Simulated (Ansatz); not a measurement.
Base system: SrO in the rock salt structure (space group Fm-3m, No. 225; a = 5.1224 Å). Axes: x, y, z lie along the cube axes.

The values are results of plane-wave PAW DFT at the PBEsol level (Ansatz, a quantum-chemistry and plane-wave program, 420 eV), no spin-orbit coupling, not measurements.

Strains are applied to the cell and any free atomic positions relax.

One change was made to it. Results:

```csv
quantity,base,after
"valence-band top at Γ (three highest levels, from the VBM)","0.00, 0.00, 0.00 eV","0.00, 0.00, -0.04 eV"
band gap,3.20 eV,3.18 eV
energy relative to the base (free energy F),0 meV/atom,+0.9 meV/atom
```

Task: What was done to the base?
(A) uniaxial strain ε_zz = −1.50 %
(B) uniaxial strain ε_zz = +2.00 %
(C) uniaxial strain ε_zz = +1.00 %

Result: C, uniaxial strain ε_zz = +1.00 %. For comparison, the valence-band top at Γ in the other runs: uniaxial strain ε_zz = +2.00 % gives 0.00, 0.00, -0.07 eV; uniaxial strain ε_zz = −1.50 % gives 0.00, -0.06, -0.06 eV.

Stability against distortions was not tested.
